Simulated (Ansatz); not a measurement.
Structures of equal composition on the (000-1) surface of 4H silicon carbide (C plane on top): (√3x√3)R30° C adatom at H3; (√3x√3)R30° C adatom at T4. The slabs share one bottom face, and each structure is named by its start. These are constructed structures in small cells; real faces may alloy, dewet or reconstruct in larger ones, and not all known structures of the face are among them. Slabs of about 11 Å, Fermi-Dirac smearing of 0.025 eV. Bottom of the slabs: H caps. Relaxed from the named starts with such symmetry as they have, on meshes of like density; energies extrapolated to zero smearing; spin only where a row says so; no spin-orbit coupling, no U. Brackets mark spin-polarised runs, whose order is one that fits the cell. Where a second, spin-polarised start was run, the lower counts.

All values below come from PBE (plane waves to 420 eV, PAW; Ansatz, a program for electronic structure).

Question: Order them by energy per 1x1 cell (lowest first) at the level PBE.

Answer: (√3x√3)R30° C adatom at T4 (0.000 eV (3 C–C bonds formed) [spin, 1.0 μB a cell], gap 0.75 eV on the mesh), (√3x√3)R30° C adatom at H3 (0.174 eV (3 C–C bonds formed) [spin start, no net moment], no gap on the mesh)
